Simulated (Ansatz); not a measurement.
Ta2O5: pressure series

Base system: Ta2O5 (space group C2, No. 5; a = 5.924 Å, b = 5.076 Å, c = 5.749 Å, α = γ = 90.00°, β = 117.45°; a cell from a computed database, its experimental status unchecked).

Cell and atoms are relaxed at each pressure.

Levels (all Ansatz, a first-principles code, PAW): PBEsol (420 eV, without spin-orbit coupling); HSE06 (420 eV, no SOC).

Band gaps by level, all at the geometries relaxed with PBEsol:

| case | PBEsol | HSE06 |
|---|---|---|
| base | 2.40 eV | 3.83 eV |
| pressure −1 GPa | 2.41 eV | 3.86 eV |
| pressure 0.3 GPa | 2.40 eV | 3.82 eV |
| pressure 0.7 GPa | 2.39 eV | ___ |
| pressure 1.5 GPa | 2.36 eV | 3.76 eV |
| pressure 3 GPa | 2.31 eV | ___ |
| pressure 5 GPa | 2.24 eV | 3.63 eV |
| pressure 7.5 GPa | 2.16 eV | 3.55 eV |

### Question
Complete the table.

### Answer

- pressure 0.7 GPa, HSE06: 3.79 eV
- pressure 3 GPa, HSE06: 3.69 eV

Single points use the geometry relaxed with PBEsol. HSE06 gaps are upper bounds (no full band path). With Ta present, leaving out spin-orbit coupling can change the band edges. Load acts through the strain it causes; cell and atoms are relaxed under it. Whether these cells are dynamically stable was not tested. Competing high-pressure phases were not computed.
